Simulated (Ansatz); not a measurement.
Start from ZnS in the wurtzite structure (space group P6_3mc, No. 186; a = 3.806 Å, c = 6.245 Å). Axes: x lies along a and z along c of the hexagonal cell.

Calculations: r2SCAN, PAW, 500 eV (Ansatz, a program for electronic structure; without spin-orbit coupling).

Before the change:

| Quantity | Value |
|---|---|
| Shortest interatomic distance | 2.333 Å |
| Band gap | 2.78 eV |

It is then changed as follows: tensor shear ε_xy = +3.10 % (engineering shear γ = 0.0620); the atoms relax in the strained cell.

Question: Estimate the effect on the shortest interatomic distance.

Answer: The shortest interatomic distance decreases by 0.010 Å (2.333 Å → 2.323 Å).

Question: How does this affect the band gap?

Answer: The band gap decreases by 0.16 eV to 2.62 eV.

Question: What happens to the largest internal atomic displacement?

Answer: The largest internal atomic displacement comes out as 0.056 Å.

Stability against distortions was not tested.
